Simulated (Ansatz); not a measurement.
## Effect of isotropic strain +3.00 % on MgO

The parent structure is MgO in the rock salt structure (space group Fm-3m, No. 225; a = 4.214 Å).

The change: every lattice vector is stretched by 3.00 %, atoms relaxed at fixed cell.

All numbers come from Ansatz (an electronic-structure program), PBEsol, PAW, cutoff 420 eV, no spin-orbit coupling. k-mesh 13×13×13 (Γ-centred); smearing 0.05 eV (Fermi–Dirac).

The volume per atom goes up by 0.87 Å³, from 9.35 Å³ to 10.22 Å³ and the space group is still Fm-3m (No. 225). The shortest interatomic distance rises by 0.063 Å, from 2.107 Å to 2.170 Å and the energy grows by 34 meV/atom. The band gap falls by 0.80 eV to 3.82 eV and the gap character stays direct at Γ. The mean gap deformation potential ΔEg/Δln V amounts to -9.0 eV and the width of the top valence band shrinks by 0.16 eV, from 1.79 eV to 1.63 eV. The electron mass goes from 0.34 mₑ (at Γ) to 0.31 mₑ (at Γ).

Final structure:

```xyz
2
Lattice="0.0000 2.1703 2.1703 2.1703 0.0000 2.1703 2.1703 2.1703 0.0000" Properties=species:S:1:pos:R:3 pbc="T T T"
Mg     0.0000     0.0000     0.0000
O      2.1703     2.1703     2.1703
```

Effective masses come from finite differences of ±0.01 Å⁻¹. Whether these cells are dynamically stable was not tested.
